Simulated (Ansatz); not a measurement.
CdS: response to strain

The parent structure is CdS in the zinc blende structure (space group F-43m, No. 216; a = 5.824 Å). Axes: x, y, z lie along the cube axes.

Strains are applied to the cell and any free atomic positions relax; under biaxial strain the out-of-plane vector relaxes too.

Calculations: PBEsol (Ansatz, a first-principles code, PAW, no spin-orbit coupling).

| biaxial strain, plane normal [001], relaxed out of plane (%) | out-of-plane strain (%) |
|---|---|
| -3 | 4.30 |
| -2.5 | 3.60 |
| -2 | 2.89 |
| -1.5 | ? |
| -1 | 1.46 |
| -0.5 | 0.74 |
| 0 | 0.00 |

Question: Fit ε⊥ = −νε + γε² (strains in %) to the rows shown and predict the withheld row.

Answer: Least squares on the printed values gives ν = 1.47 (the biaxial Poisson response) and γ = -0.014 (largest residual 0.01 %); this predicts 2.18 %, and the run gives 2.18 %, in agreement.

Stability against distortions was not tested.
